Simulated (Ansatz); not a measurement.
**K2Se: tensor shear ε_xy = +1.14 %**

Take K2Se in the anti-fluorite structure (space group Fm-3m, No. 225; a = 7.6097 Å) as the base. Axes: x, y, z lie along the cube axes.

One thing is altered: tensor shear ε_xy = +1.14 % (engineering shear γ = 0.0228), atoms relaxed at fixed cell.

All numbers come from PBEsol (Ansatz, a first-principles code), no spin-orbit coupling. Settings: 8×8×8 k-points, 0.05 eV Fermi–Dirac smearing.

| quantity | base | changed | shift |
|---|---|---|---|
| volume per atom | 36.72 Å³ | 36.72 Å³ | 0.00 Å³ |
| space group | Fm-3m (No. 225) | Immm (No. 71) | – |
| shortest interatomic distance | 3.295 Å | 3.279 Å | -0.016 Å |
| energy relative to the base (free energy F) | 0 meV/atom | +0.5 meV/atom | +0.5 meV/atom |
| pressure (mean of the normal stresses, compression positive) | 0.01 GPa | 0.01 GPa | 0.00 GPa |
| band gap | 2.11 eV | 2.09 eV | -0.02 eV |
| gap character | – | indirect, X → Γ | – |
| smallest direct gap | 2.27 eV | 2.25 eV | -0.02 eV |
| electron mass | 0.31 mₑ (at Γ) | 0.31 mₑ (at Γ) | – |
| largest internal atomic displacement | – | 0.016 Å | – |
| stress (xx, yy, zz, yz, xz, xy; compression positive) | – | (0.01, 0.01, 0.01, 0.00, 0.00, -0.18) GPa | – |

Final structure:

```yaml
crystal:
  lattice:
    - [0.04338, 3.80484, 3.80484]
    - [3.80484, 0.04338, 3.80484]
    - [3.84821, 3.84821, 0.00000]
  atoms:
    - { symbol: K, position: [0.24795, 0.24795, 0.25205] }
    - { symbol: K, position: [0.75205, 0.75205, 0.74795] }
    - { symbol: Se, position: [0.00000, 0.00000, 0.00000] }
```

Cost of the whole job for the changed cell (relaxation, final SCF and bands): very roughly 60 core-seconds.

The cells carry an imposed strain or load. Masses are band curvatures over ±0.01 Å⁻¹ around the edge. Stability against distortions was not tested. Labels are those of the standard path for the cell's own space group.
